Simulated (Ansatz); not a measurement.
The parent structure is MgS in the rock salt structure (space group Fm-3m, No. 225; a = 5.182 Å). Axes: x, y, z lie along the cube axes.

Calculations: Ansatz (a program for electronic structure) PBEsol, no spin-orbit coupling.

Before the change:

| Property | Value |
|---|---|
| Band gap | 2.73 eV |
| Volume per atom | 17.39 Å³ |

One thing is altered: compressive biaxial strain of 2.50 % in the plane normal to [111], as in epitaxy on a mismatched substrate; the out-of-plane cell vector and the atoms relax.

Q: Estimate the effect on the band gap, energy relative to the base and volume per atom.

A: The band gap shrinks by 0.095 eV, from 2.73 eV to 2.63 eV; the energy rises by 12 meV/atom; the volume per atom drops by 0.626 Å³ (17.39 Å³ → 16.77 Å³).

No phonon test of stability was made.
